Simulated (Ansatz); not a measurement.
BeS (model structure, started from the NiAs type, P6₃/mmc, No. 194, 4 atoms in the cell) was calculated with r²SCAN (plane waves, PAW; Ansatz, a first-principles code).

Numerical settings: plane-wave cutoff 560 eV, 12×12×8 k mesh (along the axes of the cell as run), Fermi–Dirac smearing 0.01 eV, scalar-relativistic PAW data made under PBE.

The cell is the one relaxed with PBEsol. Conventional cell: a = 3.2712 Å, b = 3.2712 Å, c = 5.2069 Å, α = 90.00°, β = 90.00°, γ = 120.00°.

```yaml
crystal:
  lattice:
    - [3.27121, 0.00000, 0.00000]
    - [-1.63561, 2.83295, 0.00000]
    - [0.00000, 0.00000, 5.20687]
  atoms:
    - { symbol: Be, position: [0.00000, 0.00000, 0.00000] }
    - { symbol: Be, position: [0.00000, 0.00000, 0.50000] }
    - { symbol: S, position: [0.33333, 0.66667, 0.25000] }
    - { symbol: S, position: [0.66667, 0.33333, 0.75000] }
```

**Question.** List the 10 lowest band energies at Γ above −25 eV (eV, relative to the valence band maximum), grouping those that round alike.

**Answer.** At Γ: -16.18, -13.61, -7.70, -0.86 (×2), -0.84 (×2), 0.00, 4.08, 5.83.

Note: the relaxation could raise the start's symmetry but not lower it, so the cell can be a saddle point; cell and atoms aren't relaxed at this level (pressure 3.2 GPa).

A model structure was made by putting elements into a prototype or built by hand; it is no filed structure, need not be a known phase, and can be a saddle point held by its symmetry.
